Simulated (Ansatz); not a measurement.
Abridged Ansatz (an electronic-structure program) output:

```
Relaxation: its limit of steps is 50 (relax.max_steps)
Pseudopotential: W, paw, valence charge 14
Pseudopotential: Se, paw, valence charge 16
Crystal: 6 atoms, lattice volume = 116.917 Å³
Basis set: ecut = 420 eV, 2345 PW (Γ), exchange–correlation on 48×48×180 points (8 copies of the dense FFT grid, shifted against one another)
Bands: 56, of which v1, the nominal top of the filled ones, is band 46 counted from 1 (45 counted from 0)
Symmetry: 24 space group operations
k-points: 38 of 432
Functional: x = pbe(κ = 0.804, μ = 0.2195149727645171), c = pbe(β = 0.06672455060314922)
SCF iter   1: F=—  HF=-42651.964241 eV  |F-HF|=—  |Δ(HF+E_count)|=         —  Δρ=4.46e-3  dr2=9.63e-3  ethr=1.77e-3  ⟨swp⟩=6.2  Hψ=7586  notcnv=0
SCF iter   2: F=—  HF=-42651.972203 eV  |F-HF|=—  |Δ(HF+E_count)|=   7.96e-3  Δρ=2.58e-3  dr2=2.09e-3  ethr=1.05e-5  ⟨swp⟩=2.0  Hψ=3210  notcnv=0  defer=13
SCF 1 converged in 9 iterations: F = -42651.976275 eV  dr2 = 4.74e-11
relax step   1: F+E_penalty+E_count = -42651.97627475 eV  Δ(F+E_penalty+E_count) = +0.000e0 eV  max|allowed force component| = 5.080e-1 eV/Å  Δτ_max = 0.0000 Å  (9 SCF iters, accepted)
Crystal: 6 atoms, lattice volume = 116.917 Å³
SCF iter   1: F=—  HF=-42651.964772 eV  |F-HF|=—  |Δ(HF+E_count)|=         —  Δρ=4.94e-3  dr2=3.35e-2  ethr=4.01e-5  ⟨swp⟩=1.0  Hψ=6557  notcnv=0  defer=89
SCF iter   2: F=—  HF=-42651.958748 eV  |F-HF|=—  |Δ(HF+E_count)|=   6.02e-3  Δρ=2.30e-3  dr2=5.47e-3  ethr=3.65e-5  ⟨swp⟩=2.0  Hψ=2551  notcnv=0  defer=89
SCF 2 converged in 9 iterations: F = -42651.957669 eV  dr2 = 1.67e-10
relax step   2: F+E_penalty+E_count = -42651.95766941 eV  Δ(F+E_penalty+E_count) = +1.861e-2 eV  max|allowed force component| = 6.327e-1 eV/Å  Δτ_max = 0.0615 Å  (9 SCF iters, rejected (line search))
Crystal: 6 atoms, lattice volume = 116.917 Å³
SCF iter   1: F=—  HF=-42652.005121 eV  |F-HF|=—  |Δ(HF+E_count)|=         —  Δρ=2.85e-3  dr2=1.08e-2  ethr=1.25e-4  ⟨swp⟩=4.0  Hψ=4364  notcnv=0  defer=95
SCF iter   2: F=—  HF=-42652.003050 eV  |F-HF|=—  |Δ(HF+E_count)|=   2.07e-3  Δρ=1.34e-3  dr2=1.72e-3  ethr=1.18e-5  ⟨swp⟩=1.6  Hψ=2515  notcnv=0  defer=95
SCF 3 converged in 9 iterations: F = -42652.002716 eV  dr2 = 5.74e-11
relax step   3: F+E_penalty+E_count = -42652.00271630 eV  Δ(F+E_penalty+E_count) = -2.644e-2 eV  max|allowed force component| = 1.631e-2 eV/Å  Δτ_max = 0.0254 Å  (9 SCF iters, accepted)
Crystal: 6 atoms, lattice volume = 116.917 Å³
[...]
Internal energy: -42652.002740 eV  (E = F + TS)
E sigma→0 (E₀):  -42652.002742 eV
Entropy (-TS):   -0.000005 eV (-0.001 meV/atom)
Fermi energy:    14.132186 eV
  E_disp       = -2.910132  (pairwise vdW)
--- Forces (eV/Å), atoms counted from 1 ---
  atom   1  W     -0.00000000    -0.00000000     0.00000000
  atom   2  W      0.00000000     0.00000000     0.00000000
  atom   3  Se    -0.00000000    -0.00000000     0.00035144
  atom   4  Se     0.00000000     0.00000000     0.00035144
  atom   5  Se     0.00000000     0.00000000    -0.00035144
  atom   6  Se     0.00000000    -0.00000000    -0.00035144
--- Stress (GPa, compression-positive) ---
        0.283582       0.000000       0.000000
        0.000000       0.283582       0.000000
        0.000000       0.000000       1.444099
  P = ⅓ Tr σ = 0.6704 GPa (6.704 kbar)
--- Relaxed structure (4 steps of the walk, 3 accepted, 0 SCFs on fresh bases) ---
  atoms:
    - { symbol: W, position: [0.6666666666666667, 0.33333333333333337, 0.7499999999999999] }
    - { symbol: W, position: [0.3333333333333333, 0.6666666666666667, 0.25] }
    - { symbol: Se, position: [0.6666666666666667, 0.33333333333333337, 0.3838188809875265] }
    - { symbol: Se, position: [0.3333333333333333, 0.6666666666666667, 0.8838188809875266] }
    - { symbol: Se, position: [0.3333333333333333, 0.6666666666666667, 0.6161811190124735] }
    - { symbol: Se, position: [0.6666666666666667, 0.33333333333333337, 0.11618111901247348] }
```

### Question
What was computed, and what are the main results?

### Answer
WSe2, 6 atoms in the cell, with PBE-D3(BJ) (Ansatz; PAW; 420 eV plane waves; without spin-orbit coupling). The last SCF converged to F = -42652.002745 eV, or -7108.6671 eV per atom, at a pressure of 0.67 GPa. The total energy compares only with runs of the same code, potentials and settings.

With W present, leaving out spin-orbit coupling can change the band edges. The cells carry an imposed strain or load. No phonon test of stability was made. The cell was made from WSe2 (space group P6_3/mmc, No. 194; layered, stacked along the Cartesian z axis) by this change: uniaxial strain ε_zz = −1.80 %.

Keys are those of Ansatz 0.2.
